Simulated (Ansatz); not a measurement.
Start from Re in the hcp (Mg type) structure (space group P6_3/mmc, No. 194; a = 2.7764 Å, c = 4.4809 Å; relaxed with 0.1 eV smearing). Axes: x lies along a and z along c of the hexagonal cell.

Level of theory: DFT with PBE, PAW potentials and a 420 eV plane-wave cutoff in Ansatz (an electronic-structure program), no spin-orbit coupling.

Before the change:

The shortest interatomic distance comes out as 2.755 Å.

The change: uniaxial strain ε_zz = +1.00 %, all other strain components held at zero, atoms relaxed at fixed cell.

Question: What does the calculation give for the energy relative to the base, stress and shortest interatomic distance after the change?

Answer: The energy increases by 3.0 meV/atom; the stress (xx, yy, zz, yz, xz, xy; compression positive) is (-2.1, -2.1, -6.4, 0.0, 0.0, 0.0) GPa; the shortest interatomic distance rises by 0.018 Å, from 2.755 Å to 2.773 Å.

Stability against distortions was not tested. All final runs are without spin polarisation.
